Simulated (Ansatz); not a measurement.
## What biaxial strain +1.06 %, plane normal [001], relaxed out of plane does to GaCuSe2

Take GaCuSe₂ in the chalcopyrite structure (space group I-42d, No. 122; a = 5.608 Å, c = 11.098 Å) as the base. Axes: x, y, z lie along a, b, c of the conventional cell.

The change: biaxial strain +1.06 %, plane normal [001], relaxed out of plane (Cartesian); in-plane vectors clamped, the third vector and the atoms free.

Calculations: DFT with r2SCAN, PAW potentials and a 500 eV plane-wave cutoff in Ansatz (a quantum-chemistry and plane-wave program), scalar-relativistic without spin-orbit coupling. Settings: 8×8×8 k-points, 0.05 eV Fermi–Dirac smearing.

| quantity | base | changed | shift |
|---|---|---|---|
| volume per atom | 21.82 Å³ | 22.00 Å³ | +0.189 Å³ |
| space group | I-42d (No. 122) | I-42d (No. 122) | – |
| shortest interatomic distance | 2.408 Å | 2.418 Å | +0.010 Å |
| energy relative to the base (free energy F) | 0 meV/atom | +1.3 meV/atom | +1.3 meV/atom |
| pressure (mean of the normal stresses, compression positive) | 0.00 GPa | -0.59 GPa | -0.59 GPa |
| band gap | 0.57 eV | 0.52 eV | -0.05 eV |
| gap character | direct at Γ | direct at Γ | – |
| valence-band top at Γ (three highest levels, from the VBM) | 0.00, -0.11, -0.11 eV | 0.00, -0.16, -0.16 eV | – |
| out-of-plane strain | – | -1.24 % | – |
| ratio −ε⊥/ε∥ | – | 1.17 | – |
| mean in-plane stress (compression positive) | – | -0.9 GPa | – |

Final structure (turned so that z lies along the plane normal):

```
GaCuSe2
1.0
    5.66773     0.00000     0.00000
    0.00000     5.66773     0.00000
    2.83386    -2.83386     5.48003
Cu Ga Se
2 2 4
Direct
  0.25000   0.25000   0.50000
  0.00000   0.00000   0.00000
  0.75000   0.75000   0.50000
  0.50000   0.50000   0.00000
  0.37212   0.62500   0.75000
  0.87788   0.12500   0.75000
  0.12500   0.37212   0.25000
  0.62500   0.87788   0.25000
```

Cost of the whole job for the changed cell (relaxation, final SCF and bands): around 8 core-minutes (rough).

No phonon test of stability was made. The final runs are not spin-polarised.
